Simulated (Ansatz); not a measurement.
Band structure of Cl₂ (Cmce, 4 atoms in the cell).

```xyz
4
Lattice="3.2325 -2.0375 0.0000 3.2325 2.0375 0.0000 0.0000 0.0000 8.3209" Properties=species:S:1:pos:R:3 pbc="T T T"
Cl     3.2325    -1.5708     5.0321
Cl     3.2325     1.5708     3.2888
Cl     3.2325    -0.4667     0.8716
Cl     3.2325     0.4667     7.4493
```

Method of the run: PBE, PAW files (plane waves; Ansatz, an electronic-structure program).

Settings: basis.ecutwfc = 420 eV; kpoints.mp_grid.grid = 9 9 4; hamiltonian.xc = pbe; hamiltonian.pseudopotentials = {kind: paw} (the program's default PAW files); scf.occupations.method = fermi_dirac; scf.occupations.width = 0.05 eV; kpoints.band_path.npoints = 8.

The starting cell comes from a database of computed structures (which also holds hypothetical and non-ambient phases and stackings), without a prior relaxation at this level. Its lattice was rescaled by a random factor within 2.5 % of one.

Question: Predict the gap along the standard path and the places of the band edges.

Answer: The gap along the path is 2.36 eV, direct at Γ to within 0.01 eV.

Levels in eV from the top of the valence band on the path, bands 11 to 17:
```tsv
point	11	12	13	14	15	16	17
Γ	-0.86	-0.37	-0.13	0.00	2.36	3.40	6.69
X	-1.13	-0.84	-0.45	-0.25	2.80	3.13	8.63
S	-0.87	-0.87	-0.28	-0.28	3.10	3.10	7.84
R	-0.65	-0.65	-0.12	-0.12	2.82	2.82	8.09
A	-0.67	-0.67	-0.46	-0.46	2.86	2.86	9.37
Z	-0.72	-0.72	-0.06	-0.06	2.83	2.83	7.07
Y	-1.41	-1.06	-0.42	-0.27	2.49	3.20	8.04
X1	-1.13	-0.84	-0.45	-0.25	2.80	3.13	8.63
A1	-0.67	-0.67	-0.46	-0.46	2.86	2.86	9.37
T	-0.84	-0.84	-0.82	-0.82	2.81	2.81	8.69
```

Keys are those of Ansatz 0.2.
